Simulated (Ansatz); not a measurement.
GaP under load (space group I-4m2), r2SCAN with spin-orbit coupling, rigid bands in Ansatz (a quantum-chemistry and plane-wave program). Condition of this run: biaxial stress xx = yy = 2 GPa (compression positive) (the target of the relaxation). Band gap 1.68 eV, N_c = 2.48e19 cm⁻³ and N_v = 1.06e19 cm⁻³ at 300 K, conductivity masses along x (a = (0.00, 2.69, 2.75) Å; b = (2.69, 0.00, 2.75) Å; c = (2.69, 2.69, 0.00) Å) of 0.405 mₑ (electrons) and 0.380 mₑ (holes). Take k_BT = 0.02585 eV.

**Question.** A film of it is 3 nm thick, with its normal along the direction named. Estimate the confinement energies in an infinite well.

**Answer.** ħ²π²/(2m t²) = 0.376 eV·nm²/(m/mₑ × t²) gives 103 meV for electrons and 110 meV for holes, so the gap would widen to about 1.89 eV. Finite barriers and nonparabolic bands lower this, and with several valleys or bands the heaviest mass along the normal sets the lowest level, not this average.

**Question.** Find the intrinsic carrier density and the intrinsic Fermi level.

**Answer.** n_i = √(N_c N_v) exp(−E_g/2k_BT) = 1.62e19 × exp(−32.49) = 1.3e5 cm⁻³. The level lies (k_BT/2) ln(N_v/N_c) = -11 meV from mid-gap (positive towards the conduction band). Each 0.1 eV added to the gap lowers n_i by a factor of 6.9.

**Question.** What built-in voltage has an abrupt junction with N_A = 1e17 and N_D = 1e18 cm⁻³, all dopants ionised?

**Answer.** V_bi = E_g/e − (k_BT/e) ln(N_c N_v/(N_A N_D)) = 1.68 − 0.02585 × 7.87 = 1.48 V, for the computed gap.

Rigid bands with the computed gap; masses take one relaxation time for all states.
